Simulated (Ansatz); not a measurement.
**Worked example: self-consistent single point of MgB₂ (P6mm, 3 atoms in the cell) in Ansatz (an electronic-structure program)**

Computed with PBEsol, default PAW files made with PBE (plane waves; Ansatz).

This input was run:

Ansatz 0.2 input:
```yaml
crystal:
  lattice:
    - [1.552725, -2.689399, 0.000000]
    - [1.552725, 2.689399, 0.000000]
    - [0.000000, 0.000000, 3.537600]
  atoms:
    - { symbol: Mg, position: [0.000000, 0.000000, 0.014134] }
    - { symbol: B, position: [0.333333, 0.666667, 0.500000] }
    - { symbol: B, position: [0.666667, 0.333333, 0.500000] }
basis:
  ecutwfc: 420.0
kpoints:
  mp_grid: { grid: [12, 12, 9] }
hamiltonian:
  xc: pbesol
  pseudopotentials: { kind: paw }
scf:
  occupations: { method: fermi_dirac, width: 0.1 }
output:
  forces: true
  eigenvalues: true
  stress: true
```

Output (repeated stretches shortened):

```
WARN the atoms were moved onto the symmetric positions of the space group found under crystal.symmetry.tolerance 1.0e-5 (fractional …
WARN ansatz: RAYON_NUM_THREADS=1 ignored (pool sized by the plan → 1); use --threads N
Pseudopotentials: kind: paw
Pseudopotential: Mg, paw, valence charge 10
Pseudopotential: B, paw, valence charge 3
Crystal: 3 atoms, lattice volume = 29.545 Å³
Basis set: ecut = 420 eV, 563 PW (Γ), exchange–correlation on 48×48×48 points (8 copies of the dense FFT grid, shifted against one another)
Bands: 12, of which v1, the nominal top of the filled ones, is band 8 counted from 1 (7 counted from 0)
Symmetry: 12 space group operations
Space group: P6mm (ITA 183), of the structure as read, at distance tolerance 3.1e-5 Å
k-points: 95 of 1296 (time reversal used)
PAW frozen core: Mg, regenerated for the run's functional, and the local potential with it
PAW frozen core: B, regenerated for the run's functional, and the local potential with it
Initial density: superposition of atomic densities (neutral atoms: chi_scale 0, normalization atom), corrected by the library's trained network
Initial wavefunctions: pseudopotential atomic-orbital guess
Eigensolver: davidson
Functional: x = pbesol(κ = 0.804, μ = 0.12345679012345678), c = pbesol(β = 0.046)
SCF iter   1: F=—  HF=-2217.776446 eV  |F-HF|=—  |Δ(HF+E_count)|=         —  Δρ=3.92e-3  dr2=6.40e-3  ethr=1.77e-3  ⟨swp⟩=5.0  Hψ=6030  notcnv=0
all-band conjugate gradients solve this SCF's bands
preconditioner: auto → none
SCF iter   2: F=—  HF=-2217.775517 eV  |F-HF|=—  |Δ(HF+E_count)|=   9.29e-4  Δρ=2.32e-3  dr2=2.43e-3  ethr=4.00e-5  ⟨swp⟩=1.7  Hψ=2044  notcnv=0
SCF iter   3: F=—  HF=-2217.774750 eV  |F-HF|=—  |Δ(HF+E_count)|=   7.67e-4  Δρ=3.79e-4  dr2=3.32e-5  ethr=1.52e-5  ⟨swp⟩=2.5  Hψ=1645  notcnv=0
SCF iter   4: F=—  HF=-2217.774736 eV  |F-HF|=—  |Δ(HF+E_count)|=   1.40e-5  Δρ=1.46e-4  dr2=3.33e-6  ethr=2.07e-7  ⟨swp⟩=2.0  Hψ=1879  notcnv=0
SCF iter   5: F=—  HF=-2217.774733 eV  |F-HF|=—  |Δ(HF+E_count)|=   2.76e-6  Δρ=3.61e-5  dr2=5.26e-7  ethr=2.08e-8  ⟨swp⟩=2.0  Hψ=1519  notcnv=0
SCF iter   6: F=-2217.774733 eV  HF=-2217.774733 eV  |F-HF|=1.90e-8  |Δ(HF+E_count)|=   2.09e-7  Δρ=9.53e-6  dr2=1.43e-8  ethr=6.25e-10  ⟨swp⟩=5.1  Hψ=4968  notcnv=0
SCF 1 converged in 6 iterations: F = -2217.774733 eV  dr2 = 1.43e-8
SCF converged after 6 iterations
Free energy (F): -2217.774733 eV
Harris-Foulkes:  -2217.774733 eV  (|F-HF|=1.90e-8)
Internal energy: -2217.753897 eV  (E = F + TS)
E sigma→0 (E₀):  -2217.764315 eV
Entropy (-TS):   -0.020836 eV (-6.945 meV/atom)
Fermi energy:    8.941658 eV
--- Per-component energies (eV) ---
  E_band       = -295.406948
  E_kinetic    = 172.436434
  E_local      = -1529.545589  (includes V_loc(G=0)·N_el)
  E_nonlocal   = 118.607788
  E_hartree    = 544.067771
  E_xc         = -93.131119
  E_vxc        = -114.079038  (∫ρ·V_xc dr)
  E_paw        = -431.498380  (= ΣΔE_a)
  E_vpaw       = -30.964607  (= ΣTr[D̂ρ^β])
  E_aug_tail   = -0.000011  (compensation charges beyond the density's cutoff)
  E_ewald      = -998.779075
  E_core_change = 0.088284  (= ΣΔE_core)
  E_smearing   = -0.020836  (= −TS)
  E_closure    = -0.000000  (closes the sum)
  Σ components = -2217.774733   (vs F -2217.774733, Δ=0.00e0)
--- Forces (eV/Å), atoms counted from 1 ---
  atom   1  Mg     0.00000000     0.00000000    -0.30373353
  atom   2  B     -0.00000000     0.00000000     0.15180317
  atom   3  B      0.00000000    -0.00000000     0.15180317
  max |Σ_I F_I| component: 1.27e-4 eV/Å
--- Stress (GPa, compression-positive) ---
       -6.318519      -0.000000       0.000000
        0.000000      -6.318519       0.000000
       -0.000000       0.000000      -3.900040
  P = ⅓ Tr σ = -5.5124 GPa (-55.124 kbar)
  The stress holds the Pulay correction. Without it, at fixed plane waves, as pw.x and ABINIT print it: P = -5.6713 GPa
--- Band table (eV; the first three rows and the last of 95) ---
  k-point 0: bands = ["-65.8183", "-32.7577", "-32.7577", "-32.7466", "-3.3252", "6.1047", "9.3161", "9.3161", "10.5940", "15.1395", "15.1396", "16.8384"]
  k-point 1: bands = ["-65.8183", "-32.7577", "-32.7577", "-32.7474", "-3.2194", "5.3057", "9.3565", "9.3565", "11.6399", "15.1767", "15.1767", "16.8309"]
  k-point 2: bands = ["-65.8182", "-32.7575", "-32.7575", "-32.7496", "-2.9180", "3.8794", "9.4619", "9.4619", "13.8010", "15.2749", "15.2749", "16.8110"]
  k-point 94: bands = ["-65.8146", "-32.7831", "-32.7831", "-32.7467", "2.6210", "2.6210", "3.8211", "7.0812", "7.0812", "12.4818", "20.3479", "20.5265"]
```

The run converged in 6 iterations.

The starting cell has typed, rounded lattice constants, without a prior relaxation at this level. Its lattice was rescaled by up to half a per cent. One atom was moved a little off its site on purpose. With a pressure of about -6 GPa the cell is away from its equilibrium volume at this level. Ansatz's pressure includes its estimate of the finite-basis (Pulay) stress.
